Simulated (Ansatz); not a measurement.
Cells marked so need not be the phases stable at ambient conditions, and some may be hypothetical.

By PBEsol, each system below comes out a metal.

G/A = (e²/h) × open channels of both spins per area, as a mean over 0.1 eV about the Fermi level, without spin-orbit coupling, for the cells as given.

A. ZrCu5 (F-43m, not sure to be the ambient phase, 6 atoms a cell, 13.2 Å³ an atom, -2 GPa at this level), current normal to (111)
B. Hf2InC (P6_3/mmc, not sure to be the ambient phase, 8 atoms a cell, 17.5 Å³ an atom, -3 GPa at this level), current normal to (001)
C. BRh (P6_3/mmc, NiAs type, not sure to be the ambient phase, 4 atoms a cell, 10.1 Å³ an atom, -4 GPa at this level), current normal to (100)

Task: Put the candidates in order of ballistic conductance per area, lowest first, for PBEsol run with Ansatz (a first-principles code).

Result: B (0.15 × 10¹⁵ S/m²), C (0.36 × 10¹⁵ S/m²), A (0.67 × 10¹⁵ S/m²)
